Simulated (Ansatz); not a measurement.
**Defect calculation: Ge_Ga in beta Ga2O3**

Calculation: PBE, PAW (plane waves to 420 eV; Ansatz, a first-principles code). The supercell holds 120 host sites (1×3×2 repeats of the unit cell), with a 2×2×2 shifted k-point sampling for the final energies. Site at the start: the Ga(1,4-fold) site. Charged cells carry a point-charge image correction with potential alignment at far atoms. Dielectric constants: PBE linear response of the host. Host gap at this level: 2.01 eV. A cell of this size leaves errors of a few tenths of an eV. PBE underestimates the host's gap, which shifts levels and can delocalise carriers. Spin–orbit coupling is left out. Each state is the lowest found from its start.

```csv
charge,moment (μB),point group,largest move off a lattice site (Å),image correction with alignment (eV)
+1,not spin-polarised,Cs,0.10,0.16
0*,quenched,Cs,0.09,–
−1†,not spin-polarised,–,0.08,0.03
```

* At this level the carrier isn't localised at the defect: at charge 0 electrons occupy the conduction band. Such a state is shallow or no state of the defect, and this cell gives it no level.

† Not settled in this cell, so no level is given: charge −1: carriers not clearly localised, level within 0.1 eV of a band edge or past it.

Point groups are those of the whole cell at tolerances of 0.03 and 0.1 Å ("near" where only the looser one holds); none is given for unsettled states.

Starting moments that weren't kept: charge 0 began with 1 μB and ended with 0.0.

Flagged in the runs: a doubtful potential alignment, a host whose relaxation on this sampling wasn't shown to rest.
